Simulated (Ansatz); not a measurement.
Structures of equal composition on the (000-1) surface of wurtzite GaN (N plane on top): 2x2 O adatom at H3; 2x2 O adatom at T4. The slabs share one bottom face, and each structure is named by its start. These are constructed structures in small cells; real faces may alloy, dewet or reconstruct in larger ones, and not all known structures of the face are among them. Slabs of about 14 Å, Fermi-Dirac smearing of 0.025 eV. Bottom of the slabs: H caps. Relaxed from the named starts with such symmetry as they have, on meshes of like density; energies extrapolated to zero smearing; spin only where a row says so; no spin-orbit coupling, no U. Brackets mark spin-polarised runs, whose order is one that fits the cell. Where a second, spin-polarised start was run, the lower counts.

These are r2SCAN, at the PBE geometry (plane waves to 500 eV, PAW; Ansatz, a quantum-chemistry and plane-wave program) values and carry that method's errors.

**Question.** Put the candidates in order of energy per 1x1 cell, lowest first, for r2SCAN, at the PBE geometry.

**Answer.** 2x2 O adatom at H3 (0.000 eV (1 N–O bonds formed) [spin, 3.0 μB a cell], no gap on the mesh), 2x2 O adatom at T4 (0.470 eV (2 N–O bonds formed) [spin, 1.0 μB a cell], gap 0.43 eV on the mesh)
